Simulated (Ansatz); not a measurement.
We consider LaBr3 (P6₃/m, No. 176), described by PBE0 (plane waves, PAW; Ansatz, an electronic-structure program).

Numerical settings: plane-wave cutoff 460 eV, 6×6×6 k mesh, Fermi–Dirac smearing 0.01 eV, scalar-relativistic PAW data made under PBE.

Cell (measured lattice):

```
CELL_PARAMETERS angstrom
      3.98240    -6.89772     0.00000
      3.98240     6.89772     0.00000
      0.00000     0.00000     4.51190
ATOMIC_POSITIONS crystal
  La 0.33333 0.66667 0.25000
  La 0.66667 0.33333 0.75000
  Br 0.38506 0.29878 0.25000
  Br 0.08628 0.38506 0.75000
  Br 0.70122 0.08628 0.25000
  Br 0.61494 0.70122 0.75000
  Br 0.91372 0.61494 0.25000
  Br 0.29878 0.91372 0.75000
```

Question: What does this level give for the band gap?

Answer: 
- band gap = 5.38 eV

Measured, for comparison: band gap 5.9 eV (temperature not stated, not corrected to a static lattice, literature value; as tabulated in Przystupa et al. (2023), doi:10.3390/ma16145085).

Note: cell and atoms aren't relaxed at this level (largest force component 0.04 eV/Å, pressure 0.6 GPa).

Spin–orbit coupling is not included.

The computed numbers hold no vibrational or temperature effects.
